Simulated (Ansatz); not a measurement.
CaZrN2 (R-3m), Ansatz (an electronic-structure program) with r2SCAN, rigid bands. Condition of this run: functional r2SCAN on the same cell. Band gap 0.80 eV, N_c = 1.93e19 cm⁻³ and N_v = 2.08e19 cm⁻³ at 300 K, conductivity masses along y (a = (1.64, 0.95, 5.56) Å; b = (-1.64, 0.95, 5.56) Å; c = (0.00, -1.90, 5.56) Å) of 0.302 mₑ (electrons) and 0.420 mₑ (holes). Take k_BT = 0.02585 eV.

### Question
Find the intrinsic carrier density and the intrinsic Fermi level.

### Answer
n_i = √(N_c N_v) exp(−E_g/2k_BT) = 2.00e19 × exp(−15.47) = 3.8e12 cm⁻³. The level lies (k_BT/2) ln(N_v/N_c) = 1 meV from mid-gap (positive towards the conduction band). Each 0.1 eV added to the gap lowers n_i by a factor of 6.9.

### Question
What thermal injection velocity √(2k_BT/πm) limits a ballistic channel along the direction named?

### Answer
9.79e6 cm/s for electrons and 8.30e6 cm/s for holes, a ratio of √(m_h/m_e) = 1.18, for dilute carriers.

### Question
What built-in voltage has an abrupt junction with N_A = 1e17 and N_D = 1e17 cm⁻³, all dopants ionised?

### Answer
V_bi = E_g/e − (k_BT/e) ln(N_c N_v/(N_A N_D)) = 0.80 − 0.02585 × 10.60 = 0.53 V, for the computed gap.

Rigid bands with the computed gap; masses take one relaxation time for all states. Spin-orbit coupling is left out; where it splits the top of the valence band, N_v and the p-type Seebeck coefficient come out somewhat high without it. Geometry: cell and atoms relaxed with PBEsol.

Computed structure with no diffraction record at hand here (it may be known, metastable or hypothetical): CaZrN2 (R-3m).
